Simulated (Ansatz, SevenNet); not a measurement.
For BiVO4 (I4₁/a, No. 88, 12 atoms in the cell; start mp-23044; high-temperature phase), the machine-learned potential SevenNet-0 (trained on PBE and PBE+U data) gives:

```
Property               Result
-------------------  --------
lattice constant a    5.195 Å
lattice parameter c  11.701 Å
```

Question: What does PBE+U (Ansatz, a first-principles code, PAW) give for the same quantities?

Answer: 
- lattice constant a: 5.172 Å (shrinks by 0.4 %)
- lattice parameter c: 11.771 Å (grows by 0.6 %)

Changes are worked out from the printed values.

Unless a cell is named, each level is at its own relaxed cell (SevenNet-0 13.16, PBE+U 13.12 Å³/atom).

Levels without +SOC leave out spin–orbit coupling, which shifts energies and cells of such heavy elements.

Caveats: the relaxation could not lower the start's symmetry, so the cell can be a saddle point above a distorted one (SevenNet-0, PBE+U). Ansatz's density-functional and Hartree–Fock values are scalar-relativistic unless marked +SOC, with PAW data made under PBE.

A start named mp-… is a Materials Project structure, which need not be a measured phase.
